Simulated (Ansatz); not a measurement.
System: MoInN₃ (model structure, started from the LiNbO3 type, R3c, No. 161, 10 atoms in the cell). Method: r²SCAN+SOC (Ansatz, an electronic-structure program, plane waves, PAW).

Run with plane-wave cutoff 560 eV, 6×6×6 k mesh, Fermi–Dirac smearing 0.01 eV, PAW data made under PBE.

Cell (relaxed with PBEsol):

```
CELL_PARAMETERS angstrom
      2.68229     1.54862     4.84269
     -2.68229     1.54862     4.84269
      0.00000    -3.09724     4.84269
ATOMIC_POSITIONS crystal
  In 0.28019 0.28019 0.28019
  In 0.78019 0.78019 0.78019
  Mo 0.00684 0.00684 0.00684
  Mo 0.50684 0.50684 0.50684
  N  0.10956 0.34375 0.72675
  N  0.72675 0.10956 0.34375
  N  0.34375 0.72675 0.10956
  N  0.22675 0.84375 0.60956
  N  0.84375 0.60956 0.22675
  N  0.60956 0.22675 0.84375
```

**Question.** Predict the band gap.

**Answer.** 
- band gap: 1.51 eV (on the SCF k mesh)

Note: the relaxation could raise the start's symmetry but not lower it, so the cell can be a saddle point; cell and atoms aren't relaxed at this level (largest force component 0.42 eV/Å, pressure 1.7 GPa).

The result took around 8 core-minutes (rough).

A model structure was made by putting elements into a prototype or built by hand; it is no filed structure, need not be a known phase, and can be a saddle point held by its symmetry.
